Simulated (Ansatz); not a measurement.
## Point defect B_Ru in hcp Ru

The numbers are results of PBE, PAW (plane waves to 420 eV; Ansatz, a program for electronic structure), not measurements. Set-up: 48-site cell; 4×4×4 shifted k-points; start: the Ru site; finite-size errors of tenths of an eV; the relaxation kept the symmetry of the starting site; flagged in the runs: a host that isn't quite at rest in this cell.

Neighbours after relaxation, in Å: of the B atom: Ru 2.61, Ru 2.61, Ru 2.61, Ru 2.61, Ru 2.61, Ru 2.61, Ru 2.70, Ru 2.70 (the shell may go on).

Formation energies E_f are those of the neutral cell. Chemical conditions: host crystal and elements as references (Δμ(Ru) = 0.00 eV, Δμ(B) = 0.00 eV; B taken from its element, since no compound that bounds it was computed at this level; only phases computed here count, gases as isolated molecules at 0 K). Reference phases: B: alpha boron, Ru: hcp Ru.

```
charge         moment (μB)  largest move off a lattice site (Å)  E_f, host crystal and elements as references (eV)
------  ------------------  -----------------------------------  -------------------------------------------------
0       not spin-polarised                                 0.05                                               2.21
```

Flagged in the runs: a host that isn't quite at rest in this cell.

All states together cost about 15 core-minutes (a rough figure).
